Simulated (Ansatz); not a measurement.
A zone-centre phonon calculation of BN (R3m, 2 atoms in the cell) with Ansatz (a program for electronic structure).

Method: LDA (PW92), default PAW files made with PBE (plane waves; Ansatz).

```xyz
2
Lattice="1.2474 0.7202 3.3628 -1.2474 0.7202 3.3628 0.0000 -1.4403 3.3628" Properties=species:S:1:pos:R:3 pbc="T T T"
B      0.0000     0.0000    10.0851
N      0.0000     0.0000     3.3571
```

Reference input (self-consistent single point, DFT, LDA (PW92), plane waves, default PAW files made with PBE): basis.ecutwfc = 420 eV; kpoints.mp_grid.grid = 12 12 12; hamiltonian.xc = lda; hamiltonian.pseudopotentials = {kind: paw} (the program's default PAW files); scf.occupations.method = fixed. This run's input differs from it in these lines:

Ansatz 0.2 input:
```diff
@@ -9,3 +9,3 @@
 basis:
-  ecutwfc: 420.0 eV
+  ecutwfc: 355.0 eV
 kpoints:
@@ -17,6 +17,6 @@
   occupations: { method: fixed }
-output:
-  forces: true
-  eigenvalues: true
-  stress: true
+phonons:
+  method: dfpt
+  dielectric: true
+  rigid_motions: translations
```

The program printed (abridged):

```
SCF iter   1: F=—  HF=-526.286294 eV  |F-HF|=—  |Δ(HF+E_count)|=         —  Δρ=9.54e-3  dr2=1.53e-2  ethr=1.77e-3  ⟨swp⟩=3.9  Hψ=21254  notcnv=0  defer=823
all-band conjugate gradients solve this SCF's bands
preconditioner: auto → none
SCF iter   2: F=—  HF=-526.282853 eV  |F-HF|=—  |Δ(HF+E_count)|=   3.44e-3  Δρ=4.33e-3  dr2=1.83e-3  ethr=1.92e-4  ⟨swp⟩=2.4  Hψ=9079  notcnv=0  defer=945
SCF iter   3: F=—  HF=-526.282388 eV  |F-HF|=—  |Δ(HF+E_count)|=   4.65e-4  Δρ=1.50e-3  dr2=1.63e-4  ethr=2.28e-5  ⟨swp⟩=2.2  Hψ=6231  notcnv=0  defer=945
   [... lines left out ...]
SCF iter   5: F=—  HF=-526.282390 eV  |F-HF|=—  |Δ(HF+E_count)|=   6.43e-7  Δρ=2.82e-5  dr2=3.62e-8  ethr=2.52e-8  ⟨swp⟩=2.3  Hψ=5599  notcnv=0
SCF iter   6: F=—  HF=-526.282390 eV  |F-HF|=—  |Δ(HF+E_count)|=   1.10e-7  Δρ=5.47e-6  dr2=2.15e-9  ethr=4.52e-10  ⟨swp⟩=2.0  Hψ=5712  notcnv=0
SCF iter   7: F=—  HF=-526.282390 eV  |F-HF|=—  |Δ(HF+E_count)|=  8.11e-10  Δρ=1.44e-6  dr2=1.14e-10  ethr=2.69e-11  ⟨swp⟩=2.0  Hψ=5197  notcnv=0
SCF iter   8: F=-526.282390 eV  HF=-526.282390 eV  |F-HF|=5.68e-13  |Δ(HF+E_count)|=  4.23e-11  Δρ=1.59e-7  dr2=1.56e-12  ethr=1.25e-12  ⟨swp⟩=5.4  Hψ=14760  notcnv=0
SCF 1 converged in 8 iterations: F = -526.282390 eV  dr2 = 1.56e-12
DFPT response loops at Γ: preconditioner auto → none (the input reference at scf.mixing.eps_inf says where Resta's filter doesn't serve); β = 0.50 …
Free energy (F): -526.282390 eV
Internal energy: -526.282390 eV  (E = F + TS)
E sigma→0 (E₀):  -526.282390 eV
Fermi energy:    4.365139 eV
--- Phonons (Γ-DFPT): 4 representative perturbations + reference, on 476 of 1728 k-points (Σ response iterations 12) ---
  k mesh reduced under 2 symmetry operations, with k and −k counted as one. Each operation leaves every solved perturbation unchanged …
  ASR residual: 1.422e-4 → 0.000e0 eV/Å²; symmetrization residual: 1.597e-5 eV/Å²
   [... lines left out ...]
  k-mesh period / interband length: 29.9 Å / 1.40 Å = 21.34 at k = (0.0000, -0.5000, -0.5000), direct gap 5.329 eV — 14 or more, which is no proof of convergence
   [... lines left out ...]
  optical modes at Γ + LO–TO along q̂ = [0.0000, 1.0000, 0.0000]:
      ω (cm⁻¹)  modes    IR ((D/Å)²/amu)
        767.49      1             1.8043
       1379.60      1            27.5319
       1605.56      1            27.5319
  optical modes at Γ + LO–TO along q̂ = [0.0000, 0.0000, 1.0000]:
      ω (cm⁻¹)  modes    IR ((D/Å)²/amu)
        817.95      1             1.8043
       1379.60      2            55.0638
```

The run converged in 8 iterations. 

Summary of the result:
```
Item                                                                                                         Value
----------------------------------------------------------------------------------------  ------------------------
Free energy E − TS (on the zero of these files)                                                       -526.2824 eV
Top of the valence band (on the code's own zero)                                                           4.37 eV
Gap on the k-point mesh                                                                                    4.12 eV
Zone-centre frequencies (cm⁻¹; negative means imaginary)                                  0, 0, 0, 767, 1380, 1380
ε∞ at this k-point mesh, which may be far from converged in small-gap cells (xx, yy, zz)          4.80, 4.80, 2.65
Born charges at this mesh (mean of the diagonal, e)                                                B 2.03, N -2.03
```

The starting cell comes from a database of computed structures (which also holds hypothetical and non-ambient phases and stackings), without a prior relaxation at this level. Its lattice was rescaled by up to half a per cent. The cutoff lies below the one recommended for these files. The frequencies listed for the zone centre hold no LO-TO term.

Cost on one core of a shared machine: roughly 40 s.
